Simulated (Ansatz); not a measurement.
Take InP in the zinc blende structure (space group F-43m, No. 216) as the base.

```
CELL_PARAMETERS angstrom
      0.00000     2.91346     2.91346
      2.91346     0.00000     2.91346
      2.91346     2.91346     0.00000
ATOMIC_POSITIONS crystal
  In 0.00000 0.00000 0.00000
  P  0.25000 0.25000 0.25000
```

Cartesian axes are those of the cell as printed.

Computed with Kohn–Sham DFT with the LDA functional, run in Ansatz (a first-principles code) with PAW and 420 eV plane waves, no spin-orbit coupling.

Modification: uniaxial strain ε_zz = +1.50 %, all other strain components held at zero; the atoms relax in the strained cell.

**Question.** Predict the stress tensor and what it implies for the stiffness.

**Answer.** Stress of the strained cell less that of the base (GPa, compression positive):
```
  -0.80    0.00    0.00
   0.00   -0.80    0.00
   0.00    0.00   -1.48
```

Then −Δσ_ii/ε with ε = 0.0150 gives secant stiffness values (nonlinear terms included at this strain): C33 ≈ 99 GPa, C13 ≈ 53 GPa and C23 ≈ 53 GPa.

Stability against distortions was not tested.
